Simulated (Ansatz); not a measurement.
```xyz
3
Lattice="4.3714 0.0000 0.0000 -2.1857 3.7858 0.0000 0.0000 0.0000 5.2322" Properties=species:S:1:pos:R:3 pbc="T T T"
Se     0.9710     0.0000     4.3602
Se    -0.4855     0.8409     0.8720
Se     1.7002     2.9448     2.6161
```

No spin polarisation.

Level of theory: DFT with PBE, PAW potentials and a 420 eV plane-wave cutoff in Ansatz (a program for electronic structure), no spin-orbit coupling. Γ-centred 8×8×7 mesh, Fermi–Dirac width 0.05 eV.

**Question.** Predict the band gap and electron mass.

**Answer.** 
```json
{
  "band_gap": "0.62 eV",
  "electron_mass": "0.12 mₑ along z, 0.22 mₑ across (at H)"
}
```

Load acts through the strain it causes; cell and atoms are relaxed under it. Effective masses come from finite differences of ±0.01 Å⁻¹. Beyond what the load breaks, stability against distortions was not tested. The cell was made from Se (space group P3_121, No. 152; made of chains) by this change: uniaxial stress, 2 GPa tension along z. No dispersion term is included, though the crystal is made of layers, chains or molecules, so its spacings can come out too wide.
